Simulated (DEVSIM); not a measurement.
System: abrupt GaAs p-n junction, at 300 K.

| layer (left to right) | material | thickness (μm) | Nd (cm⁻³) | Na (cm⁻³) | τn (s) | τp (s) |
|---|---|---|---|---|---|---|
| 1 | GaAs | 1.20 | - | 7e16 | 8.3e-10 | 8.3e-10 |
| 2 | GaAs | 110 | 9.1e16 | - | 8.3e-10 | 8.3e-10 |

Left contact: ohmic. Right contact: ohmic. Voltage is applied to the left contact. Recombination: SRH at mid-gap. Mobility is constant in doping.

Constants are typed, rounded textbook-type inputs, not results; the design itself was drawn at random and stands for no fabricated device. Values at 300 K.

```
parameter        GaAs
-------------  ------
gap (eV)        1.424
affinity (eV)    4.07
permittivity     12.9
Nc (cm⁻³)      4.7e17
Nv (cm⁻³)        9e18
μn (cm²/Vs)      8500
μp (cm²/Vs)       400
```

DEVSIM, 1D drift-diffusion, Boltzmann statistics, complete ionisation; no tunnelling, impact ionisation, image-force lowering or self-heating.

Tabulate band edges, carrier densities and field at 1.05 V on the left contact.

Energies count from the Fermi level of the right contact; mesh points crowd at the junctions.

| x (μm) | Ec (eV) | Ev (eV) | n (cm⁻³) | p (cm⁻³) | field (V/cm) |
|---|---|---|---|---|---|
| 0.000 | 0.248 | -1.175 | < 1e2 | 7.0e16 | ≈ 0 |
| 0.03905 | 0.248 | -1.175 | 1.0e12 | 7.0e16 | ≈ 0 |
| 0.1327 | 0.248 | -1.175 | 3.4e12 | 7.0e16 | ≈ 0 |
| 0.3786 | 0.248 | -1.175 | 9.8e12 | 7.0e16 | ≈ 0 |
| 0.9394 | 0.248 | -1.175 | 2.5e13 | 7.0e16 | ≈ 0 |
| 1.113 | 0.247 | -1.177 | 3.0e13 | 6.7e16 | -690 |
| 1.180 | 0.200 | -1.224 | 2.0e14 | 1.1e16 | -23000 |
| 1.222 | 0.071 | -1.353 | 2.9e16 | 7.2e13 | -17000 |
| 1.299 | 0.042 | -1.382 | 9.0e16 | 2.2e13 | -120 |
| 1.490 | 0.042 | -1.383 | 9.1e16 | 1.8e13 | ≈ 0 |
| 2.012 | 0.042 | -1.383 | 9.1e16 | 1.0e13 | ≈ 0 |
| 4.261 | 0.042 | -1.382 | 9.1e16 | 8.9e11 | ≈ 0 |
| 9.389 | 0.042 | -1.382 | 9.1e16 | 3.5e9 | ≈ 0 |
| 22.17 | 0.042 | -1.382 | 9.1e16 | 4400 | ≈ 0 |
| 71.52 | 0.042 | -1.382 | 9.1e16 | < 1e2 | ≈ 0 |
| 96.31 | 0.042 | -1.382 | 9.1e16 | < 1e2 | ≈ 0 |
| 105.4 | 0.042 | -1.382 | 9.1e16 | < 1e2 | ≈ 0 |
| 109.0 | 0.042 | -1.382 | 9.1e16 | < 1e2 | ≈ 0 |
| 110.6 | 0.042 | -1.382 | 9.1e16 | < 1e2 | ≈ 0 |
| 111.0 | 0.042 | -1.382 | 9.1e16 | < 1e2 | ≈ 0 |
| 111.1 | 0.042 | -1.382 | 9.1e16 | < 1e2 | ≈ 0 |
| 111.2 | 0.042 | -1.382 | 9.1e16 | < 1e2 | ≈ 0 |
